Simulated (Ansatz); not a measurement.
Consider C in the diamond structure (space group Fd-3m, No. 227; a = 3.5603 Å). Axes: x, y, z lie along the cube axes.

The values are results of r2SCAN (Ansatz, a program for electronic structure, PAW, no spin-orbit coupling), not measurements.

Perturbation: the cell is stretched by 3.77 % along x with no lateral relaxation, atoms relaxed at fixed cell.

Q: Predict the stress tensor and what it implies for the stiffness.

A: Stress of the strained cell less that of the base (GPa, compression positive):
```
 -39.87    0.00    0.00
   0.00   -3.34    0.00
   0.00    0.00   -3.34
```

Then −Δσ_ii/ε with ε = 0.0377 gives secant stiffness values (nonlinear terms included at this strain): C11 ≈ 1060 GPa, C12 ≈ 89 GPa and C13 ≈ 89 GPa.

As a check, the harmonic strain energy −½ V₀ Δσ:ε is 26 meV/atom; the computed energy rise is 27 meV/atom.

Stability against distortions was not tested.
